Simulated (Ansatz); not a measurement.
Worked example: self-consistent single point of CsMg₆Co (Amm2, 8 atoms in the cell) in Ansatz (a first-principles code).

Method: LDA (PW92), PAW files made with PBE (plane waves; Ansatz).

```xyz
8
Lattice="3.9070 0.0000 0.0000 0.0000 4.5132 6.6227 0.0000 -4.5132 6.6227" Properties=species:S:1:pos:R:3 pbc="T T T"
Cs     0.0000     0.0000     2.2772
Mg     0.0000     2.3424     5.6375
Mg     0.0000    -2.3424     5.6375
Mg     1.9535     1.4393     8.0632
Mg     1.9535    -1.4393     8.0632
Mg     1.9535     0.0000    10.8536
Mg     1.9535     0.0000     5.4112
Co     0.0000     0.0000     7.0384
```
Moments meant for the start (each program seeds them in its own way; μB, in the order of the atoms Cs Mg Mg Mg Mg Mg Mg Co): 0.0 0.0 0.0 0.0 0.0 0.0 0.0 3.0.

Reference input (self-consistent single point, DFT, LDA (PW92), plane waves, PAW files made with PBE): basis.ecutwfc = 30.9 Ry; kpoints.mp_grid.grid = 6 3 3; hamiltonian.xc = lda; hamiltonian.pseudopotentials = {kind: paw} (the program's default PAW files); magnetization.spin_polarized = true; scf.occupations.method = cold; scf.occupations.width = 0.02 Ry. This run's input differs from it in these lines:

Ansatz 0.2 input:
```diff
@@ -16,3 +16,3 @@
 basis:
-  ecutwfc: 30.9 Ry
+  ecutwfc: 12.5 Ry
 kpoints:
```

Output (repeated stretches shortened):

```
SCF iter   1: F=—  HF=-21922.430064 eV  |F-HF|=—  |Δ(HF+E_count)|=         —  Δρ=1.51e-1 (↑1.51e-1 ↓6.96e-2)  dr2=7.87e1  dr2_m=3.93e0  M=1.430 μB ∫|m|=2.389 μB  β_m=0.30  ethr=3.10e-3  ⟨swp⟩=8.3  Hψ=6853  notcnv=0
Mixer restart at iter 1: flushing history
all-band conjugate gradients solve this SCF's bands
preconditioner: auto → Kerker (q_TF=auto, 2.310 Å⁻¹)
spin=Collinear: Kerker preconditioning applied to the charge; magnetization (m = ρ↑ − ρ↓) channel mixes plain (no charge-response kernel on spin).
   [... lines left out ...]
SCF iter  18: F=—  HF=-21899.880147 eV  |F-HF|=—  |Δ(HF+E_count)|=   2.34e-8  S|Δr|=    0.00e0  Δρ=2.83e-6 (↑2.33e-6 ↓2.83e-6)  dr2=6.16e-8  dr2_m=1.48e-10  M=-0.000 μB ∫|m|=0.000 μB  β_m=0.97  ethr=1.16e-10  ⟨swp⟩=10.6  Hψ=5428  notcnv=0
SCF iter  19: F=-21899.880147 eV  HF=-21899.880147 eV  |F-HF|=2.69e-9  |Δ(HF+E_count)|=   3.87e-9  S|Δr|=    0.00e0  Δρ=6.58e-7 (↑6.58e-7 ↓4.79e-7)  dr2=3.75e-9  dr2_m=3.53e-11  M=-0.000 μB ∫|m|=0.000 μB  ethr=7.16e-11  ⟨swp⟩=2.9  Hψ=3343  notcnv=0
SCF 1 converged in 19 iterations: F = -21899.880147 eV  dr2 = 3.75e-9
WARN: the starting moments were not kept: the SCF closed with an absolute magnetisation of 1.5e-5 μB, where they sum to 3 μB in size (1 site) …
   [... lines left out ...]
Absolute magnetization: 0.0000 μB (∫|ρ↑−ρ↓|, with the PAW one-centre terms)
Free energy (F): -21899.880147 eV
Fermi energy:    4.763143 eV
   [... lines left out ...]
  atom   8  Co    -0.00000000     0.00000000    -0.49790837
--- Stress (GPa, compression-positive) ---
       -5.377240       0.000000       0.000000
        0.000000      -2.192997       0.000000
        0.000000       0.000000      -3.337317
  P = ⅓ Tr σ = -3.6359 GPa (-36.359 kbar)
  The stress holds the Pulay correction. Without it, at fixed plane waves, as pw.x and ABINIT print it: P = -221.5896 GPa
```

The run converged in 19 iterations. Against the reference run the free energy rises by 9.37 eV/atom, the pressure goes from -2.53 to -3.64 GPa and the largest force goes from 0.362 to 0.651 eV/Å.

The starting cell comes from a database of computed structures (which also holds hypothetical and non-ambient phases and stackings), without a prior relaxation at this level. The starting moments vanished: the run ended non-magnetic, which need not be the lowest state. The program warned that a starting moment was not kept. Ansatz's pressure includes its estimate of the finite-basis (Pulay) stress. Without the estimate this run gives -221.59 GPa. The cutoff lies below the one recommended for these files.
